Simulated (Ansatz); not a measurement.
Input and output of a relaxation of the atoms for LaPb3 (P4mm, 4 atoms in the cell) (Ansatz, an electronic-structure program).

Computed with LDA (PW92), default PAW files made with PBE (plane waves; Ansatz).

The change in words: one atom moved by 0.15 angstrom; relax: default → atoms; relax.f_tol: default → 0.03 eV/Å. Reference geometry:
```xyz
4
Lattice="4.9335 0.0000 0.0000 0.0000 4.9335 0.0000 0.0000 0.0000 4.9335" Properties=species:S:1:pos:R:3 pbc="T T T"
La     0.0000     0.0000     0.0000
Pb     0.0000     2.4667     2.4667
Pb     2.4667     0.0000     2.4667
Pb     2.4667     2.4667     0.0000
```

Reference input (self-consistent single point, DFT, LDA (PW92), plane waves, default PAW files made with PBE): basis.ecutwfc = 420 eV; kpoints.mp_grid.grid = 7 7 7; hamiltonian.xc = lda; hamiltonian.pseudopotentials = {kind: paw} (the program's default PAW files); scf.occupations.method = gaussian; scf.occupations.width = 0.1 eV. This run's input differs from it in these lines:

```diff
@@ -7,3 +7,3 @@
   atoms:
-    - { symbol: La, position: [0.000000, 0.000000, 0.000000] }
+    - { symbol: La, position: [0.000000, 0.000000, 0.030405] }
     - { symbol: Pb, position: [0.000000, 0.500000, 0.500000] }
@@ -20,2 +20,4 @@
   occupations: { method: gaussian, width: 0.1 eV }
+relax:
+  f_tol: 0.03
 output:
```

Output, abridged:

```
   [... SCF lines of the steps left out ...]
relax step   1: F+E_penalty+E_count = -40885.14251407 eV  Δ(F+E_penalty+E_count) = +0.000e0 eV  max|allowed force component| = 6.567e-1 eV/Å  Δτ_max = 0.0000 Å  (6 SCF iters, dr2 threshold 2.25e-5 eV, accepted)
relax step   2: F+E_penalty+E_count = -40885.18051745 eV  Δ(F+E_penalty+E_count) = -3.800e-2 eV  max|allowed force component| = 3.038e-1 eV/Å  Δτ_max = 0.1568 Å  (5 SCF iters, dr2 threshold 2.69e-5 eV, accepted)
relax step   3: F+E_penalty+E_count = -40885.19172774 eV  Δ(F+E_penalty+E_count) = -1.121e-2 eV  max|allowed force component| = 4.509e-3 eV/Å  Δτ_max = 0.0449 Å  (4 SCF iters, dr2 threshold 5.77e-6 eV, accepted)
relax step   4: F+E_penalty+E_count = -40885.19172784 eV  Δ(F+E_penalty+E_count) = -1.004e-7 eV  max|allowed force component| = 4.604e-3 eV/Å  Δτ_max = 0.0000 Å  (3 SCF iters, accepted)
the relaxation is at rest under the 8 symmetry operations that the run kept from its start: a minimum is not shown …
Stability not checked: this state was not tested for a lower state beside it, because too few of the mixer's solves of this state at the end of the SCF gave a …
Free energy (F): -40885.191728 eV
Internal energy: -40885.184878 eV  (E = F + TS)
E sigma→0 (E₀):  -40885.188303 eV
Entropy (-TS):   -0.006850 eV (-1.713 meV/atom)
Fermi energy:    11.551377 eV
--- Forces (eV/Å), atoms counted from 1 ---
  atom   1  La     0.00000000     0.00000000     0.00131189
   [... lines left out ...]
  F+E_penalty+E_count = -40885.19172784 eV   max|allowed force component| = 4.604e-3 eV/Å
  atoms:
    - { symbol: La, position: [1.5249218543243133e-37, 0.0, 0.007719383010947055] }
    - { symbol: Pb, position: [-1.631666384127015e-35, 0.5, 0.5077559248109406] }
    - { symbol: Pb, position: [0.5, 0.0, 0.5077559248109406] }
    - { symbol: Pb, position: [0.5, 0.5, 0.0071737673671719085] }
```

The run converged.  The full log also holds: “iter 5 did not close the SCF: its close was put off for the readings that it lacked (scf_convergence_deferred on its scf_iter line)”.

Summary of the result:
- Free energy E − TS (on the zero of these files): -40885.1917 eV
- Fermi level (on the code's own zero): 11.55 eV
- Pressure: -3.31 GPa
- Largest force (vector length): 0.005 eV/Å
- Relaxation steps: 4

The starting cell comes from a database of computed structures (which also holds hypothetical and non-ambient phases and stackings), without a prior relaxation at this level. Its lattice was rescaled by up to half a per cent. For this run, on top of that: one atom moved by 0.15 angstrom. The relaxation keeps the symmetry of its start, so its end need not be a minimum. Ansatz's pressure includes its estimate of the finite-basis (Pulay) stress.

Cost on one core of a shared machine: roughly 50 s.

Keys are those of Ansatz 0.2.
